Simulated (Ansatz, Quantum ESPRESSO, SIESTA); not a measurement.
## Code comparison for InAu₃ (Pmmn, 8 atoms in the cell)

Self-consistent single point.

```xyz
8
Lattice="4.8373 0.0000 0.0000 0.0000 5.7788 0.0000 0.0000 0.0000 5.2718" Properties=species:S:1:pos:R:3 pbc="T T T"
In     2.4187     2.8894     1.7685
In     0.0000     0.0000     3.5033
Au     0.0000     2.8894     3.4935
Au     2.4187     0.0000     1.7783
Au     0.0000     4.3256     0.8605
Au     0.0000     1.4532     0.8605
Au     2.4187     4.3426     4.4114
Au     2.4187     1.4362     4.4114
```

Shared settings, as Ansatz (a program for electronic structure) writes them: kpoints.mp_grid.grid = 3 3 3; magnetization.spin_orbit = true; scf.occupations.method = fermi_dirac; scf.occupations.width = 0.1 eV. Potentials and cutoffs stand in the table.

```csv
code,model,pressure (GPa),largest force (eV/Å),cutoff
SIESTA,"GGA PBEsol with spin-orbit coupling, numerical atomic orbitals DZP, PseudoDojo PBEsol fully relativistic norm-conserving potentials (rewritten from UPF to PSML)",–,0.200,grid 300 Ry
Ansatz,"PBEsol with spin-orbit coupling, PAW files made with PBE",-5.48,0.043,default
Quantum ESPRESSO,"PBEsol, spin-orbit coupling, PseudoDojo fully relativistic norm-conserving (PBESOL) pseudopotentials",-5.01,0.049,80 Ry
```

Size of the force on each atom (eV/Å): Sizes of forces hide their directions.

```csv
code,In1,In2,Au3,Au4,Au5,Au6,Au7,Au8
SIESTA,0.026,0.026,0.200,0.200,0.156,0.156,0.156,0.156
Ansatz,0.010,0.010,0.014,0.014,0.043,0.043,0.043,0.043
Quantum ESPRESSO,0.010,0.010,0.023,0.023,0.049,0.049,0.049,0.049
```

A dash marks a value that a program does not give, or that is left out as unsure.

The spread over the programs that give each value: pressure within 0.47 GPa; largest force within 0.157 eV/Å.

SIESTA uses small atom-centred bases, whose incompleteness enters pressures, forces and empty levels differently from a plane-wave cutoff. Ansatz's pressure is given at a fixed set of plane waves, as the other plane-wave codes print theirs; with its correction for the finite basis it is -5.26 GPa (the shift of 0.22 GPa shows how far the cutoff is from converged). In the force vectors, SIESTA (by 0.181) lies more than 0.08 eV/Å from the median of the plane-wave programs.

The shared mesh is coarse (it stands for a supercell whose shortest vector is 15 Å), so the values are not converged in it.

The starting cell comes from a database of computed structures (which also holds hypothetical and non-ambient phases and stackings), without a prior relaxation at this level.

Left out of this page: Elk (not drawn, or without a comparable value).

Keys are those of Ansatz 0.2.
